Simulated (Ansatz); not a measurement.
Start from BN in the zinc blende structure (space group F-43m, No. 216; a = 3.610 Å).

The values are results of Kohn–Sham DFT with the r2SCAN functional, run in Ansatz (a first-principles code) with PAW and 500 eV plane waves, no spin-orbit coupling, not measurements.

Before the change:

- Band gap: 5.00 eV
- Lattice parameter a: 3.610 Å
- Gap character: indirect, Γ → X

Perturbation: As takes the place of N on all its sites; the structure is relaxed again.

Problem. What happens to the band gap?

Solution. The band gap falls by 3.62 eV (5.00 eV → 1.38 eV).

Problem. What does the calculation give for the lattice parameter a after the change?

Solution. The lattice parameter a grows by 1.174 Å to 4.784 Å.

Problem. Predict the new gap character.

Solution. The gap character goes from indirect, Γ → X to indirect, Γ → Γ–X (76 % along).

Whether these cells are dynamically stable was not tested.
